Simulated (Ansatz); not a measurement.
Consider InAs in the zinc blende structure (space group F-43m, No. 216).

```
CELL_PARAMETERS angstrom
      0.00000     3.01303     3.01303
      3.01303     0.00000     3.01303
      3.01303     3.01303     0.00000
ATOMIC_POSITIONS crystal
  In 0.00000 0.00000 0.00000
  As 0.25000 0.25000 0.25000
```

Cartesian axes are those of the cell as printed.

Computed with LDA (Ansatz, a first-principles code; PAW; 420 eV plane waves; without spin-orbit coupling).

Base values:

| Item | Value |
|---|---|
| Pressure | 0.0 GPa |
| Volume per atom | 27.35 Å³ |
| Band gap | zero |

The change: biaxial strain −2.00 %, plane normal [001], relaxed out of plane (Cartesian); in-plane vectors clamped, the third vector and the atoms free.

Question: What happens to the energy relative to the base, pressure, volume per atom and band gap?

Answer: The energy increases by 5.6 meV/atom; the pressure (mean of the normal stresses, compression positive) goes from zero to 1.1 GPa; the volume per atom shrinks by 0.49 Å³ to 26.86 Å³; the band gap remains zero.

The mesh was chosen for an insulator and is coarse for the gapless case. Whether these cells are dynamically stable was not tested. All final runs are without spin polarisation. The zero or small gap of InAs can change with the level of theory.
